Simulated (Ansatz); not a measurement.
The parent structure is ZnF2 in the CdCl2 type structure (space group R-3m, No. 166; a = 3.1507 Å, c = 11.8574 Å (hexagonal axes); a hypothetical phase, not in the database extracts checked). Axes: x lies along a and z along c of the hexagonal cell.

Calculations: plane-wave PAW DFT at the r2SCAN+rVV10 level (Ansatz, a first-principles code, 500 eV), scalar-relativistic without spin-orbit coupling.

Before the change:

The electron mass is 0.52 mₑ along c, 0.44 mₑ across (at Γ) and the smallest direct gap is 4.73 eV.

Perturbation: the cell is compressed by 2.55 % along z with no lateral relaxation, atoms relaxed at fixed cell.

Task: How does this affect the stress, largest internal atomic displacement, electron mass and smallest direct gap?

Result: The stress (xx, yy, zz, yz, xz, xy; compression positive) is (1.32, 1.32, 1.21, 0.00, 0.00, 0.00) GPa; the largest internal atomic displacement is 0.016 Å; the electron mass changes from 0.52 mₑ along c, 0.44 mₑ across (at Γ) to 0.51 mₑ along z, 0.44 mₑ across (at Γ); the smallest direct gap goes up by 0.02 eV, from 4.73 eV to 4.75 eV.

The cells carry an imposed strain or load. Effective masses come from finite differences of ±0.01 Å⁻¹. Stability against distortions was not tested.
